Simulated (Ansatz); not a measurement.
Here is the system:

A slab with vacuum along the third vector:

```xyz
8
Lattice="2.8307 0.0000 0.0000 0.0000 2.8307 0.0000 0.0000 0.0000 26.0000" Properties=species:S:1:pos:R:3 pbc="T T T"
Fe     1.4154     1.4154     8.0225
Fe     0.0000     0.0000     9.4181
Fe     1.4154     1.4154    10.8689
Fe     0.0000     0.0000    12.2939
Fe     1.4154     1.4154    13.7061
Fe     0.0000     0.0000    15.1311
Fe     1.4154     1.4154    16.5819
Fe     0.0000     0.0000    17.9774
```

Model: 8-atom slab, 9.9 Å thick at the start (thin: gaps and levels are the slab's own), 13x13x1 mesh, Fermi-Dirac 0.1 eV, dipole correction, all atoms relaxed; start symmetry kept, larger cells not searched; spin-polarised, no spin-orbit, no U.

**Question.** Estimate the work function of the top face that Ansatz (a first-principles code) with PBE returns for this input.

**Answer.** 3.91 eV

**Question.** What surface energy (mean of both faces) does PBE give?

**Answer.** 2.59 J/m²
